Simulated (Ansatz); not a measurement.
The parent structure is PbS in the rock salt structure (space group Fm-3m, No. 225; a = 5.9747 Å).

Calculations: plane-wave PAW DFT at the r2SCAN level (Ansatz, an electronic-structure program, 500 eV), scalar-relativistic without spin-orbit coupling.

For the base:

* **Band gap**: 0.69 eV
* **Gap character**: direct at L

Now apply this change: every lattice vector is shortened by 2.00 %, atoms relaxed at fixed cell.

### Question
How does this affect the band gap?

### Answer
The band gap falls by 0.24 eV (0.69 eV → 0.45 eV).

### Question
What does the calculation give for the energy relative to the base after the change?

### Answer
The energy increases by 18 meV/atom.

### Question
What does the calculation give for the gap character after the change?

### Answer
The gap character is still direct at L.

With Pb present, leaving out spin-orbit coupling can change the band edges. The cells carry an imposed strain or load. No phonon test of stability was made.
